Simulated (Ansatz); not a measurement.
# A computed series for BeTe: response to strain

Take BeTe in the zinc blende structure (space group F-43m, No. 216; a = 5.554 Å) as the base. Axes: x, y, z lie along the cube axes.

Strains are applied to the cell and any free atomic positions relax; under biaxial strain the out-of-plane vector relaxes too.

Level of theory: LDA/PAW in Ansatz (a program for electronic structure), without spin-orbit coupling.

Candidates:
(a) biaxial strain +3.00 %, plane normal [001], relaxed out of plane
(b) biaxial strain +2.00 %, plane normal [001], relaxed out of plane
(c) biaxial strain −3.00 %, plane normal [001], relaxed out of plane
(d) biaxial strain −1.50 %, plane normal [001], relaxed out of plane

Task: Order them by out-of-plane strain, highest first.

Result: (c) biaxial strain −3.00 %, plane normal [001], relaxed out of plane (+2.37 %), (d) biaxial strain −1.50 %, plane normal [001], relaxed out of plane (+1.20 %), (b) biaxial strain +2.00 %, plane normal [001], relaxed out of plane (-1.64 %), (a) biaxial strain +3.00 %, plane normal [001], relaxed out of plane (-2.50 %)

No phonon test of stability was made.
